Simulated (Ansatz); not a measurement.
O on the 1x1 (10-10) surface of wurtzite GaN (cut with top plane Ga + N), one in a 2x1 cell, started at the site 'top N'

Host crystal: wurtzite GaN, with a band gap (PBE, scalar-relativistic without spin-orbit coupling).

Computed with HSE06, at the PBE geometry and the start's symmetry (plane waves to 420 eV, PAW; Ansatz, a program for electronic structure).

Model: 33-atom slab, 9.3 Å thick at the start under the adsorbate (thin: gaps and levels are the slab's own), 3x3x1 mesh, Fermi-Dirac 0.01 eV, dipole correction, single point; on the structure that PBE left under its start's symmetry; spin-polarised, no spin-orbit, no U, no dispersion correction. The starting moment vanished. The program's check for a lower electronic state was not made. It is one chosen start, not shown to be the lowest state of the adsorbate.

The energy of the end state, in which the adsorbate paired with a surface N atom, against ½ O2(g) at the same level is -0.33 eV. The change of the step from the bottom to the top vacuum level, against the clean slab is 1.06 eV, the height of the binding atom over the mean of the host atoms within 0.3 Å of the top one comes out as 1.314 Å and the magnetic moment of the cell is 0.00 μB. The note is in the relaxation the adsorbate left its starting site by 0.7 Å.

A negative adsorption energy means that the adsorbate is more stable on the surface than in its reference.
